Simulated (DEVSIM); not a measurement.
**illuminated In0.53Ga0.47As p-on-n cell, one wavelength**

Structure: illuminated In0.53Ga0.47As p-on-n cell, one wavelength, at 300 K.

| layer (left to right) | material | thickness (μm) | Nd (cm⁻³) | Na (cm⁻³) | τn (s) | τp (s) | absorption coefficient (cm⁻¹) |
|---|---|---|---|---|---|---|---|
| 1 | In0.53Ga0.47As | 0.670 | - | 6.6e17 | 1.2e-10 | 3.1e-10 | 6100 |
| 2 | In0.53Ga0.47As | 3.40 | 7.4e16 | - | 2.6e-9 | 2.6e-9 | 6100 |

Left contact: ohmic, minority electron recombination velocity 30000 cm/s. Right contact: ohmic, minority hole recombination velocity 2000 cm/s. Voltage is applied to the left contact. Recombination: SRH at mid-gap, radiative, Auger. Light enters at the left, 2.6e17 photons cm⁻² s⁻¹, one pass, no reflection. Mobility is μmin + (μ − μmin)/(1 + (N/Nref)^α).

This is a model device: material constants are rounded textbook-type values typed into the input, and sizes, dopings and lifetimes were drawn at random. Values at 300 K.

```csv
parameter,In0.53Ga0.47As
gap (eV),0.74
affinity (eV),4.51
permittivity,13.9
Nc (cm⁻³),2.1e17
Nv (cm⁻³),7.7e18
μn (cm²/Vs),12000
μp (cm²/Vs),300
"μn,min",300
"μp,min",10
"Nref,n",1.3e17
"Nref,p",4.9e17
αn,0.48
αp,0.4
B (cm³/s),9.6e-11
Cn (cm⁶/s),5e-29
Cp (cm⁶/s),5e-29
```

Simulated with DEVSIM: 1D drift-diffusion, Boltzmann statistics, complete ionisation; no tunnelling, impact ionisation, image-force lowering or self-heating.

```json
{
 "potential_step_across_the_device_at_zero_bias": "0.650 V",
 "largest_field_in_the_device_at_zero_bias": "100000 V/cm",
 "Dark forward voltage at 1 A/cm²": "0.404 V",
 "Dark forward voltage at 100 A/cm²": "0.529 V",
 "short_circuit_current": "25.0 mA/cm²",
 "open_circuit_voltage": "0.294 V",
 "fill_factor": "0.65",
 "largest_power": "4.76 mW/cm²",
 "share_of_generated_pairs_collected_at_short_circuit": "0.656"
}
```

Current under light (generator sign):

| V (V) | J (mA/cm²) |
|---|---|
| 0.00 | 25.0 |
| 0.02 | 25.0 |
| 0.04 | 25.0 |
| 0.08 | 24.8 |
| 0.10 | 24.7 |
| 0.14 | 24.4 |
| 0.16 | 24.1 |
| 0.18 | 23.6 |
| 0.20 | 22.9 |
| 0.22 | 21.6 |
| 0.24 | 19.5 |
| 0.26 | 15.6 |
| 0.28 | 8.66 |
| 0.30 | -4.47 |

Dark forward current:

```json
[
 {"V (V)": "0.05", "J (A/cm²)": "5.3e-5"},
 {"V (V)": "0.10", "J (A/cm²)": "0.00019"},
 {"V (V)": "0.15", "J (A/cm²)": "0.00061"},
 {"V (V)": "0.20", "J (A/cm²)": "0.0020"},
 {"V (V)": "0.25", "J (A/cm²)": "0.0070"},
 {"V (V)": "0.30", "J (A/cm²)": "0.029"},
 {"V (V)": "0.35", "J (A/cm²)": "0.15"},
 {"V (V)": "0.40", "J (A/cm²)": "0.85"},
 {"V (V)": "0.45", "J (A/cm²)": "5.4"},
 {"V (V)": "0.50", "J (A/cm²)": "35"},
 {"V (V)": "0.55", "J (A/cm²)": "210"},
 {"V (V)": "0.60", "J (A/cm²)": "1100"},
 {"V (V)": "0.65", "J (A/cm²)": "4000"}
]
```
